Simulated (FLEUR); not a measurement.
FLEUR run on La (P6_3/mmc, 4 atoms in the cell): self-consistent single point.

Level of theory: PBE, all-electron FLAPW (FLEUR), scalar-relativistic valence.

The change in words: lattice scaled by 0.98. Reference geometry:
```
La
1.0
    1.88500    -3.26492     0.00000
    1.88500     3.26492     0.00000
    0.00000     0.00000    12.16000
La
4
Cartesian
  0.00000   0.00000   6.08000
  0.00000   0.00000   0.00000
  1.88500   1.08831   3.04000
  1.88500  -1.08831   9.12000
```

Reference input (self-consistent single point, DFT, PBE, all-electron FLAPW (FLEUR), scalar-relativistic valence): Kmax = 3.8 1/bohr; GmaxXC = 13.3 1/bohr; xcFunctional = pbe; jspins = 1; l_soc = F; mode = hist; fermiSmearingEnergy = 0.00367493 Htr; mesh (inpgen div1-3) = 7 7 2; inpgen gamma flag = true; Gmax = 13.3 1/bohr; numbands = 0; maxIterBroyd = 40. This run's input differs from it in these lines:

```diff
@@ -3,5 +3,5 @@
 &input film=f /
-3.5621337437 -6.1697966274 0.0000000000
-3.5621337437 6.1697966274 0.0000000000
-0.0000000000 0.0000000000 22.9790696754
+3.4908908208 -6.0464002653 0.0000000000
+3.4908908208 6.0464002653 0.0000000000
+0.0000000000 0.0000000000 22.5194882819
 1.0
@@ -45,5 +45,5 @@
          <bravaisMatrix>
-            <row-1>    3.5621337437000000    -6.1697966274000002     0.0000000000000000</row-1>
-            <row-2>    3.5621337437000000     6.1697966274000002     0.0000000000000000</row-2>
-            <row-3>    0.0000000000000000     0.0000000000000000    22.9790696754000017</row-3>
+            <row-1>    3.4908908207999998    -6.0464002653000000     0.0000000000000000</row-1>
+            <row-2>    3.4908908207999998     6.0464002653000000     0.0000000000000000</row-2>
+            <row-3>    0.0000000000000000     0.0000000000000000    22.5194882818999993</row-3>
          </bravaisMatrix>
```

Log, with long lists cut:

```
 Iteration:     1   Distance:       3.82064476 me/bohr^3
 Iteration:     2   Distance:       3.62001150 me/bohr^3
 Iteration:     3   Distance:       0.74362829 me/bohr^3
 Iteration:     4   Distance:       0.31676403 me/bohr^3
 Iteration:     5   Distance:       0.26653816 me/bohr^3
   [... 6 lines left out ...]
 Iteration:    12   Distance:       0.00006787 me/bohr^3
 Iteration:    13   Distance:       0.00006177 me/bohr^3
 Iteration:    14   Distance:       0.00002118 me/bohr^3
 Iteration:    15   Distance:       0.00000132 me/bohr^3
 Run finished successfully
 Stop message:
   Structural relaxation: Done

[file out, last iteration]
             iter=     16
[...]
          total density-effective poten   -5.7325764958E+04
          total charge density-energy d   -8.1667741678E+02
 Updated energy parameters for spin:           1
[...]
 fermi energy and band-weighting factors:
    0.461274    0.463014

[...]
FERMIE:
          first approx. to ef    (T=0)  :   0.400720 htr   (energy of the highest occ. eigenvalue)
          number of occ. states  (T=0)  :        348
          first approx. to seigv (T=0)  :  -6.704152 htr
          sum of weights of occ. states :  22.020408
          sum of semicore charge        :   0.000000 e
FERHIS:  Fermi-Energy by histogram:
          bandgap                     :   0.002773 htr
   [... lines left out ...]
          charge neutrality (T=0)     :   0.040816    (zero if the highest occ. eigenvalue is "entirely" occupied)
     EF_NEWTON:  Adjust Fermi-Energy by Newton-Method.
 Direct bandgap for spin            1 :    4.9182240913611119E-003  Htr
 ---->    free energy=                    -33990.6558554374 htr
   [... lines left out ...]
      extrapolation for T->0
 ---->    total electron energy=          -33990.6525108252 htr
 ***** TOTAL FORCES ON ATOMS *****
 TOTAL FORCE FOR ATOM TYPE=  1  X=  0.000   Y=  0.000   Z= 11.260
                       FX_TOT= 0.000000 FY_TOT= 0.000000 FZ_TOT= 0.000000
 TOTAL FORCE FOR ATOM TYPE=  2  X=  0.000   Y= -4.031   Z=  5.630
                       FX_TOT= 0.000000 FY_TOT= 0.000000 FZ_TOT= 0.000000
 Structural relaxation: Done
```

The run converged in 15 iterations. FLEUR gives forces in its relaxation mode, with a further iteration, so its stop message speaks of a relaxation. Against the reference run the free energy rises by 9.8 meV/atom.

The starting cell has typed, rounded lattice constants, without a prior relaxation at this level. For this run, on top of that: lattice scaled by 0.98. Values depend on the basis (sphere radii, cutoffs, local orbitals), which need not be converged. The log's line on a gap gives a spacing of levels on this mesh, which the program prints for metals too.

Cost on one core of a shared machine: roughly 2 min.
